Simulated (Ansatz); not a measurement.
Consider InSe (space group P6_3/mmc, No. 194; layered, stacked along the Cartesian z axis).

```cif
data_In4Se4
_chemical_formula_sum 'In4 Se4'
_space_group_name_H-M_alt 'P63/mmc'
_space_group_IT_number 194
_space_group_name_Hall '-P 6c 2c'
_cell_length_a 4.03209
_cell_length_b 4.03209
_cell_length_c 16.76410
_cell_angle_alpha 90.000
_cell_angle_beta 90.000
_cell_angle_gamma 120.000
loop_
_atom_site_label
_atom_site_type_symbol
_atom_site_symmetry_multiplicity
_atom_site_Wyckoff_symbol
_atom_site_fract_x
_atom_site_fract_y
_atom_site_fract_z
_atom_site_occupancy
In1 In 4 f 0.66667 0.33333 0.33332 1
Se1 Se 4 f 0.33333 0.66667 0.08992 1
```

Calculations: PBE-D3(BJ) (Ansatz, a first-principles code), without spin-orbit coupling.

Carriers are added at fixed cell with a uniform background; the Fermi–Dirac width is that of 300 K.

One change was made to it. Results:

The Fermi level relative to the doped band's edge (positive inside the band; to 0.05 eV) is +0.70 eV; the largest internal atomic displacement comes out as 0.012 Å; the gap character stays direct at Γ.

Problem. What was done to the base?
A. electrons 7.0×10^21 cm⁻³
B. holes 2.0×10^21 cm⁻³
C. holes 1.0×10^22 cm⁻³

Solution. B, holes 2.0×10^21 cm⁻³. For comparison, the Fermi level from band edge in the other runs: electrons 7.0×10^21 cm⁻³ gives +1.25 eV; holes 1.0×10^22 cm⁻³ gives +1.20 eV.

Charged cell with a jellium background: band edges are those of the host's band count, energies are not comparable with the neutral cell, and many-body gap narrowing is missing. No phonon test of stability was made.
